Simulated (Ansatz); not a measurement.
Given:

```
CELL_PARAMETERS angstrom
      0.00000     2.56255     2.56255
      2.56255     0.00000     2.56255
      2.56255     2.56255     0.00000
ATOMIC_POSITIONS crystal
  Mg 0.00000 0.00000 0.00000
  S  0.50000 0.50000 0.50000
```

No spin polarisation.

Method: Ansatz (a quantum-chemistry and plane-wave program), PBE, PAW, cutoff 420 eV, no spin-orbit coupling. Settings: 11×11×11 k-points, 0.05 eV Fermi–Dirac smearing.

Problem. What is the computed smallest direct gap?

Solution. 4.09 eV.

Problem. What is the computed gap character?

Solution. Indirect, Γ → X.

The cells carry an imposed strain or load. Stability against distortions was not tested. The cell was made from MgS in the rock salt structure (space group Fm-3m, No. 225) by this change: isotropic strain −2.00 %.
